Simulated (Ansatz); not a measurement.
The reference is Cs2AgBiBr6 (space group Fm-3m, No. 225; a = 11.1873 Å).

The values are results of PBEsol (Ansatz, a program for electronic structure; PAW; 420 eV plane waves; no spin-orbit coupling), not measurements.

For the base:

Magnetic state: not spin-polarised
Largest site moment: 0.00 μB
Lattice parameter a: 11.187 Å

One thing is altered: every Ag is replaced by Ni; the structure is relaxed again.

Question: Predict the new magnetic state.

Answer: The magnetic state becomes ferromagnetic (base: not spin-polarised).

Question: Predict the new largest site moment.

Answer: The largest site moment goes from zero to 0.83 μB.

Question: Predict the new lattice parameter a.

Answer: The lattice parameter a shrinks by 0.372 Å (11.187 Å → 10.815 Å).

No phonon test of stability was made. As relaxed here, Cs2NiBiBr6 is a hypothetical phase, not in the database extracts checked. No Hubbard U is applied and the magnetic state is the run's own (Cs2NiBiBr6 ferromagnetic); other magnetic orders, which need larger cells, were not tried and can change the gap.
